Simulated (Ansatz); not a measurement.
Start from Bi in the A7 type structure (space group R-3m, No. 166; a = 4.5205 Å, c = 12.0283 Å (hexagonal axes); layered). Axes: x lies along a and z along c of the hexagonal cell.

Computed with r2SCAN+rVV10 (Ansatz, a first-principles code, PAW, without spin-orbit coupling).

For the base:

* **Shortest interatomic distance**: 3.068 Å
* **Pressure**: 0.0 GPa

Modification: the cell is stretched by 0.83 % along y with no lateral relaxation, atoms relaxed at fixed cell.

**Question.** What happens to the energy relative to the base?

**Answer.** The energy goes up by 0.6 meV/atom.

**Question.** Predict the new shortest interatomic distance.

**Answer.** The shortest interatomic distance increases by 0.004 Å (3.068 Å → 3.072 Å).

**Question.** What does the calculation give for the pressure after the change?

**Answer.** The pressure (mean of the normal stresses, compression positive) goes from zero to -0.3 GPa.

The cells carry an imposed strain or load. No phonon test of stability was made.
